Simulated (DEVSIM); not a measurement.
Device: Schottky contact on n-type GaN, at 300 K.

Layer 1 from the left is GaN, thickness (μm) 1.20, Nd (cm⁻³) 2.5e17, τn (s) 9.3e-10, τp (s) 9.3e-10.

Left contact: Schottky, work function 5.65 eV, emission velocity 1.9e6 cm/s. Right contact: ohmic. Voltage is applied to the left contact. Recombination: SRH at mid-gap. Mobility is μmin + (μ − μmin)/(1 + (N/Nref)^α).

The device is made up for the run: typed textbook-type constants, with dimensions and the other settings drawn at random. Values at 300 K.

GaN: gap (eV) 3.43, affinity (eV) 4.1, permittivity 9.5, Nc (cm⁻³) 2.3e18, Nv (cm⁻³) 4.6e19, μn (cm²/Vs) 1200, μp (cm²/Vs) 100, μn,min 55, μp,min 3, Nref,n 2e17, Nref,p 3e17, αn 1, αp 2.

Simulated with DEVSIM: 1D drift-diffusion, Boltzmann statistics, complete ionisation; no tunnelling, impact ionisation, image-force lowering or self-heating. Metal contacts follow the ideal Schottky-Mott rule: no Fermi-level pinning, no interface dipoles.

Dark forward current:

| |V| (V) | |J| (A/cm²) |
|---|---|
| 0.45 | 2.298e-13 |
| 0.50 | 1.589e-12 |
| 0.55 | 1.099e-11 |
| 0.60 | 7.599e-11 |
| 0.65 | 5.255e-10 |
| 0.70 | 3.634e-9 |
| 0.75 | 2.512e-8 |
| 0.80 | 1.737e-7 |
| 0.85 | 1.201e-6 |
| 0.90 | 8.303e-6 |
| 0.95 | 5.740e-5 |
| 1.00 | 0.0003967 |
| 1.05 | 0.002742 |
| 1.10 | 0.01894 |
| 1.15 | 0.1308 |
| 1.20 | 0.9031 |
| 1.25 | 6.223 |
| 1.30 | 42.56 |
| 1.35 | 278.6 |
| 1.40 | 1489 |
| 1.45 | 4983 |

Q: Work out the local ideality factor n = ΔV / (kT/q · ln(J2/J1)) between the rows 0.45 and 0.50 V, 0.50 and 0.55 V, 1.40 and 1.45 V.

A: kT/q = 25.85 mV. From 0.45 to 0.50 V: ln(1.589e-12/2.298e-13) = 1.934, n = 1.00, near the 1 of diffusion or emission over a barrier. From 0.50 to 0.55 V: ln(1.099e-11/1.589e-12) = 1.934, n = 1.00, near the 1 of diffusion or emission over a barrier. From 1.40 to 1.45 V: ln(4983/1489) = 1.208, n = 1.60; the layers' resistance at their doping, Σ W/(qμN) = 5.3e-6 Ω cm², would take 19 mV of this step of 50 mV.

Q: Estimate the current at 0.90 V for emission alone, J0 = q v N_band exp(−φB/kT), and read the barrier back from the simulated current.

A: φB = 1.550 eV, N_band = 2.30e18 cm⁻³, J0 = 6.37e-21 A/cm²; J = J0 (exp(qV/kT) − 1) = 8.41e-6 A/cm². The simulation gives 8.30e-6 A/cm²; the estimate lies 1.3 % above. Read backwards, the simulated current gives an apparent barrier of 1.550 eV. The estimate leaves out transport through the depletion region and minority injection.
